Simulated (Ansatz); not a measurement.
# How a calculation on La3Rh2 (R-3, 15 atoms in the cell) responds to its settings

La3Rh2 is taken in the trigonal space group R-3, hexagonal axes (No. 148), Pearson symbol hR15. Lattice parameters: a = 8.953 Å, b = 8.953 Å, c = 17.186 Å, α = 90.00°, β = 90.00°, γ = 120.00°. La1 on 3a is coordinated by 6 Rh at 3.083 Å and 8 La at 3.483–3.519 Å. La2 on 6c sees 3 Rh at 2.953 Å and 3 Rh at 3.187 Å and 4 La at 3.483–3.636 Å and 3 La at 3.960 Å and 3 La at 4.192 Å. La3 on 18f has 4 Rh at 2.896–3.153 Å and 1 Rh at 3.371 Å and 2 La at 3.519–3.636 Å and 9 La at 3.833–4.192 Å. Rh on 18f sees 7 La at 2.896–3.187 Å and 1 La at 3.371 Å and 1 Rh at 3.084 Å. (Neighbours: up to the widest gap in distance over summed covalent radii, below 1.35, at either atom.)
(The calculation used a cell of 15 atoms; values per cell refer to that cell.)

Base run A: PBEsol, default PAW files made with PBE in Ansatz (a program for electronic structure), self-consistent single point.

Its settings: basis.ecutwfc = 420 eV; kpoints.mp_grid.grid = 3 3 3; hamiltonian.xc = pbesol; hamiltonian.pseudopotentials = {kind: paw} (the program's default PAW files); scf.occupations.method = fermi_dirac; scf.occupations.width = 0.1 eV.

The starting cell comes from a database of computed structures (which also holds hypothetical and non-ambient phases and stackings), without a prior relaxation at this level. Spin polarisation is off. In the base run, with a pressure of about -3 GPa the cell is away from its equilibrium volume at this level. Ansatz's pressure includes its estimate of the finite-basis (Pulay) stress.

ΔF is the free energy per atom less that of run A. 

The first pressure column holds Ansatz's estimate of the finite-basis (Pulay) stress, which hides part of the cutoff error; the other is without it.

In some runs the Pulay estimate is large (up to 33 GPa), a sign of a cutoff far from converged.

Run A gave: pressure (GPa) -3.00; largest force (eV/Å) 0.120; pressure at a fixed set of plane waves (GPa) -3.02.

Runs:
- B: lattice scaled by 0.97
- C: lattice scaled by 0.97; basis.ecutwfc: 420 eV → 250 eV
- D: lattice scaled by 0.985
- E: lattice scaled by 0.985; basis.ecutwfc: 420 eV → 250 eV
- F: lattice scaled by 1.015
- G: lattice scaled by 1.015; basis.ecutwfc: 420 eV → 250 eV
- H: lattice scaled by 1.03
- I: lattice scaled by 1.03; basis.ecutwfc: 420 eV → 250 eV
- J: basis.ecutwfc: 420 eV → 250 eV

Task: What does run C change against A?

Result: The free energy rises by 773 meV/atom, the pressure goes from -3.00 to 3.89 GPa and the largest force goes from 0.120 to 0.328 eV/Å.

Task: What does run I change against A?

Result: The free energy goes up by 856 meV/atom, the pressure goes from -3.00 to -7.63 GPa and the largest force goes from 0.120 to 0.418 eV/Å.

Task: What does run H change against A?

Result: The free energy goes up by 83.6 meV/atom, the pressure goes from -3.00 to -7.54 GPa and the largest force goes from 0.120 to 0.405 eV/Å.

```
run  ΔF (meV/atom)  pressure (GPa)  largest force (eV/Å)  pressure at a fixed set of plane waves (GPa)
---  -------------  --------------  --------------------  --------------------------------------------
A             0.00           -3.00                 0.120                                         -3.02
B             1.90            3.77                 0.311                                          3.76
C            772.9            3.89                 0.328                                        -29.04
D            -11.2            0.06                 0.094                                          0.04
E            756.4           -0.04                 0.127                                        -31.25
F             32.5           -5.51                 0.266                                         -5.52
G            802.8           -5.71                 0.283                                        -34.27
H             83.6           -7.54                 0.405                                         -7.55
I            855.6           -7.63                 0.418                                        -35.14
J            765.8           -3.09                 0.130                                        -32.91
```

Keys are those of Ansatz 0.2.
